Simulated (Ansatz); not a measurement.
Ti3Al under a change: Al → Cd

Take Ti$_{3}$Al (space group P6_3/mmc, No. 194; a = 5.747 Å, c = 4.632 Å) as the base.

The change: Cd takes the place of Al on all its sites; the structure is relaxed again.

Computed with Ansatz (an electronic-structure program) r2SCAN, without spin-orbit coupling, earlier PAW set. Γ-centred 9×9×10 mesh, Fermi–Dirac width 0.05 eV, for the changed cell.

Volume per atom: 17.79 Å³ (base 16.56 Å³)
Density: 5.97 g/cm³ (base 4.28 g/cm³)
Lattice parameter a: 5.842 Å (base 5.747 Å)
c/a ratio: 0.824 (base 0.806)
Space group: P6_3/mmc (No. 194) (base P6_3/mmc (No. 194))
Shortest interatomic distance: 2.913 Å (base 2.813 Å)
Band gap: zero (base zero)

Final structure:

```xyz
8
Lattice="5.8418 0.0000 0.0000 -2.9209 5.0592 0.0000 0.0000 0.0000 4.8148" Properties=species:S:1:pos:R:3 pbc="T T T"
Ti     2.9209     3.3771     1.2037
Ti    -1.4642     4.2181     3.6111
Ti     1.4567     0.8410     1.2037
Ti     0.0000     1.6821     3.6111
Ti     4.3851     0.8410     1.2037
Ti     1.4642     4.2181     3.6111
Cd     0.0000     3.3728     1.2037
Cd     2.9209     1.6864     3.6111
```

Stability against distortions was not tested. As relaxed here, Ti3Cd is a hypothetical phase, not in the database extracts checked. The final runs are not spin-polarised. Ti3Cd has a high density of states at the Fermi level and may be magnetic at this level.
